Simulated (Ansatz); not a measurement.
Base system: Ge in the diamond structure (space group Fd-3m, No. 227).

```xyz
2
Lattice="0.0000 2.8808 2.8808 2.8808 0.0000 2.8808 2.8808 2.8808 0.0000" Properties=species:S:1:pos:R:3 pbc="T T T"
Ge     2.8808     2.8808     2.8808
Ge     4.3213     4.3213     4.3213
```

Calculations: Ansatz (a quantum-chemistry and plane-wave program), PBE, PAW, cutoff 420 eV, without spin-orbit coupling.

Base values:

| Quantity | Value |
|---|---|
| Volume per atom | 23.91 Å³ |

Now apply this change: Sn takes the place of Ge on all its sites; the structure is relaxed again.

Question: How does this affect the volume per atom?

Answer: The volume per atom grows by 12.94 Å³ (23.91 Å³ → 36.85 Å³).

Whether these cells are dynamically stable was not tested.
